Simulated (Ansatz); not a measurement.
Results of PBE (PAW; Ansatz, an electronic-structure program) for ZrSi2 (Cmcm, No. 63).

Run with plane-wave cutoff 520 eV, 16×16×16 k mesh, Fermi–Dirac smearing 0.05 eV, scalar-relativistic PAW data made under PBE.

Cell (relaxed at this level):

Space group Cmcm (No. 63); a = 3.703 Å, b = 14.794 Å, c = 3.680 Å, α = 90.00°, β = 90.00°, γ = 90.00°

```tsv
atom	site	symmetry	x	y	z
Zr	4c	m2m	0.0000	0.6054	0.2500
Si	4c	m2m	0.0000	0.0531	0.7500
Si	4c	m2m	0.0000	0.2498	0.2500
```
(The calculation used a cell of 6 atoms; values per cell refer to that cell.)

Question: Predict the bulk modulus B0 and pressure derivative B′ of the bulk modulus.

Answer: 
- bulk modulus B0: 123 GPa
- pressure derivative B′ of the bulk modulus: 4.1

The run finds no gap.

Measured, for comparison: bulk modulus 170 ± 0.7 GPa (room temperature, not corrected to a static lattice; as tabulated in Wikipedia's data pages). Computed (rounded) less measured: bulk modulus -28 %.

Note: the relaxation could not lower the start's symmetry, so the cell can be a saddle point above a distorted one; the bulk modulus comes from volumes at which shape and atoms were relaxed.

Computed values are for the static lattice.

Computing time: about 70 core-minutes (a rough figure).
